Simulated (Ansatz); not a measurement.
```yaml
crystal:
  lattice:
    - [2.75863, 0.00000, 0.00000]
    - [-1.37932, 2.38905, 0.00000]
    - [0.00000, 0.00000, 4.46401]
  atoms:
    - { symbol: Re, position: [0.33333, 0.66667, 0.25000] }
    - { symbol: Re, position: [0.66667, 0.33333, 0.75000] }
```

All values below come from PBEsol, DFPT electron-phonon coupling, linearised Boltzmann equation (plane waves, PAW, scalar-relativistic; Ansatz, an electronic-structure program). Condition of this run: hydrostatic pressure -4 GPa (the target of the relaxation). How the cell was made: relaxed with this functional, without spin-orbit coupling, then loaded as said.

Question: Predict λ, the logarithmic mean phonon energy and the superconducting Tc for μ* = 0.13 referred to 16.2 meV.

Answer: λ = 0.70, ħω_log = 14.9 meV, Tc 4.9 K from the anisotropic Eliashberg equations. μ* is a chosen number, and Tc is 7.5 K at 0.08 and 3.6 K at 0.16.

A metal at this level (no band gap). The phonons are harmonic. Spin-orbit coupling is left out, which matters with elements this heavy. For metals of groups 4 to 10, Tc at these values of μ* can lie well above the measured one. The self-energy correction of the phonons between q points moved λ by about 6 %. Halving the electron mesh (36x36x20) moves the coupling by up to 2 %, Tc by up to 3 %. Smearing 0.20 eV; phonons on a 6x6x3 q mesh, which this run doesn't test.
